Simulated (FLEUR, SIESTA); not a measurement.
A SIESTA input for a self-consistent single point of CaS (Fm-3m, 2 atoms in the cell) (DFT, LDA PW92, numerical atomic orbitals DZP, PseudoDojo LDA standard norm-conserving potentials (rewritten from UPF to PSML)):

```
# files in the folder: Ca.psml S.psml (PseudoDojo LDA standard)
SystemName  CaS
SystemLabel siesta

NumberOfAtoms                2
NumberOfSpecies              2
%block ChemicalSpeciesLabel
  1 20 Ca
  2 16 S
%endblock ChemicalSpeciesLabel
LatticeConstant              4.023438 Ang
%block LatticeVectors
     0.000000000    0.707106708    0.707106708
     0.707106708    0.000000000    0.707106708
     0.707106708    0.707106708    0.000000000
%endblock LatticeVectors
AtomicCoordinatesFormat      Ang
%block AtomicCoordinatesAndAtomicSpecies
     0.000000000    0.000000000    0.000000000  1
     2.845000000    2.845000000    2.845000000  2
%endblock AtomicCoordinatesAndAtomicSpecies

XC.functional                LDA
XC.authors                   PW92
PAO.BasisSize                DZP
PAO.EnergyShift              0.01 Ry
MeshCutoff                   400 Ry
%block kgrid.MonkhorstPack
   10   0   0  0.0
    0  10   0  0.0
    0   0  10  0.0
%endblock kgrid.MonkhorstPack
OccupationFunction           FD
ElectronicTemperature        0.02 eV

MaxSCFIterations             150
SCF.Mixer.Method             Pulay
SCF.Mixer.Weight             0.25
SCF.Mixer.History            6
SCF.DM.Tolerance             1.0E-05
Diag.ParallelOverK           true
WriteForces                  true
```

### Question
Write the same calculation as an input for FLEUR.

### Answer
This is the input that was run; spellings and numerical settings could be chosen otherwise.

Input of the input generator:

```
CaS
&input film=f /
-0.0000000000 2.8450000000 2.8450000000
2.8450000000 -0.0000000000 2.8450000000
2.8450000000 2.8450000000 -0.0000000000
1.8897261246
1.0 1.0 1.0

2
20 0.0000000000 0.0000000000 0.0000000000
16 0.5000000000 0.5000000000 0.5000000000

&comp jspins=1 /
&exco xctyp='pz' /
&kpt div1=10 div2=10 div3=10 gamma=t /
&end /
```

```xml
<?xml version="1.0" encoding="UTF-8" standalone="no"?>
<fleurInput fleurInputVersion="0.39">
   <comment>
      CaS                                                                                                 
   </comment>
   <calculationSetup>
      <cutoffs Kmax="4.1" Gmax="12.3" GmaxXC="12.3" numbands="0"/>
      <scfLoop itmax="100" minDistance="0.00001" maxIterBroyd="40" imix="Anderson" alpha="0.05" precondParam="0.0" spinf="2.0"/>
      <coreElectrons ctail="T" frcor="F" kcrel="0" coretail_lmax="0"/>
      <xcFunctional name="pz" relativisticCorrections="F"/>
      <magnetism jspins="1"/>
      <soc l_soc="F" theta="0.0" phi="0.0" spav="F"/>
      <expertModes spex="0" secvar="F"/>
      <geometryOptimization l_f="T" forcealpha="1.0" forcemix="BFGS" epsdisp="0.00001" epsforce="0.00001"/>
      <ldaU l_linMix="F" mixParam="0.05" spinf="1.0"/>
   </calculationSetup>
   <cell>
      <bzIntegration valenceElectrons="16.0" mode="hist" fermiSmearingEnergy="0.00073499">
         <kPointListSelection listName="default-1"/>
         <!-- k-points included here -->
         <xi:include xmlns:xi="http://www.w3.org/2001/XInclude" href="kpts.xml"> </xi:include>
      </bzIntegration>
      <!-- symmetry operations included here -->
      <xi:include xmlns:xi="http://www.w3.org/2001/XInclude" href="sym.xml"> </xi:include>
      <bulkLattice scale="1.0">
         <bravaisMatrix>
            <row-1>    0.0000000000000000     5.3762708244870003     5.3762708244870003</row-1>
            <row-2>    5.3762708244870003     0.0000000000000000     5.3762708244870003</row-2>
            <row-3>    5.3762708244870003     5.3762708244870003     0.0000000000000000</row-3>
         </bravaisMatrix>
      </bulkLattice>
   </cell>
   <atomSpecies>
      <species name="Calcium (Ca)" element="Ca" atomicNumber="20">
         <mtSphere radius="2.63" gridPoints="925" logIncrement="0.013"/>
         <atomicCutoffs lmax="10" lnonsphr="8"/>
         <electronConfig flipSpins="F">
            <coreConfig>(1s1/2) (2s1/2) (2p1/2) (2p3/2)</coreConfig>
            <valenceConfig>(3s1/2) (3p1/2) (3p3/2) (4s1/2)</valenceConfig>
         </electronConfig>
         <energyParameters s="4" p="4" d="3" f="4"/>
         <lo type="SCLO" l="0" n="3" eDeriv="0"/>
         <lo type="SCLO" l="1" n="3" eDeriv="0"/>
      </species>
      <species name="Sulfur (S)" element="S" atomicNumber="16">
         <mtSphere radius="1.94" gridPoints="685" logIncrement="0.017"/>
         <atomicCutoffs lmax="8" lnonsphr="6"/>
         <electronConfig flipSpins="F">
            <coreConfig>(1s1/2) (2s1/2) (2p1/2) (2p3/2)</coreConfig>
            <valenceConfig>(3s1/2) (3p1/2) (3p3/2)</valenceConfig>
            <stateOccupation state="(3p1/2)" spinUp="0.6666666666667" spinDown="0.6666666666667"/>
            <stateOccupation state="(3p3/2)" spinUp="1.3333333333333" spinDown="1.3333333333333"/>
         </electronConfig>
         <energyParameters s="3" p="3" d="3" f="4"/>
      </species>
   </atomSpecies>
   <atomGroups>
      <atomGroup species="Calcium (Ca)">
         <relPos label="                   1">.0000000000 .0000000000 .0000000000</relPos>
         <force calculate="T" relaxXYZ="TTT"/>
      </atomGroup>
      <atomGroup species="Sulfur (S)">
         <relPos label="                   2">1.000/2.000 1.000/2.000 1.000/2.000</relPos>
         <force calculate="T" relaxXYZ="TTT"/>
      </atomGroup>
   </atomGroups>
   <output dos="F" band="F" slice="F">
      <checks vchk="F" cdinf="F"/>
      <bandDOS minEnergy="-.5*Htr" maxEnergy="0.5*Htr" sigma="0.015" storeEVData="T"/>
      <vacuumDOS vacdos="F" integ="F" star="F" nstars="0" locx1="0.0" locy1="0.0" locx2="0.0" locy2="0.0" nstm="0" tworkf="0.0"/>
      <unfoldingBand unfoldBand="F" supercellX="1" supercellY="1" supercellZ="1"/>
      <plotting iplot="0" polar="F">
         <plot TwoD="T" vec1="  1.0  0.0  0.0" vec2="  0.0  1.0  0.0" vec3="  0.0  0.0  1.0" zero="  0.0  0.0  0.0" file="plot"/>
      </plotting>
      <chargeDensitySlicing numkpt="0" minEigenval="0.0" maxEigenval="0.0" nnne="0" pallst="F"/>
      <specialOutput eonly="F"/>
      <magneticCircularDichroism mcd="F" energyLo="-10.0" energyUp="0.0"/>
   </output>
  <!-- We include the file relax.xml here to enable relaxations (see documentation) -->
  <xi:include xmlns:xi="http://www.w3.org/2001/XInclude" href="relax.xml"> <xi:fallback/> </xi:include>
</fleurInput>
```

Basis settings and potentials, where a program has them, do not carry over. This input uses DFT, LDA (Perdew-Zunger), all-electron FLAPW (FLEUR), scalar-relativistic valence. LDA parametrisations can differ slightly between programs. Both were run: gap on the mesh 3.671 eV in SIESTA and 2.148 in FLEUR.

On FLEUR: the starting cell has typed, rounded lattice constants, without a prior relaxation at this level. Values depend on the basis (sphere radii, cutoffs, local orbitals), which need not be converged.

On SIESTA: the starting cell has typed, rounded lattice constants, without a prior relaxation at this level. Values carry the incompleteness of an atom-centred basis. The basis of the alkali or alkaline-earth atoms may lack their empty d shell, which can raise the gap.
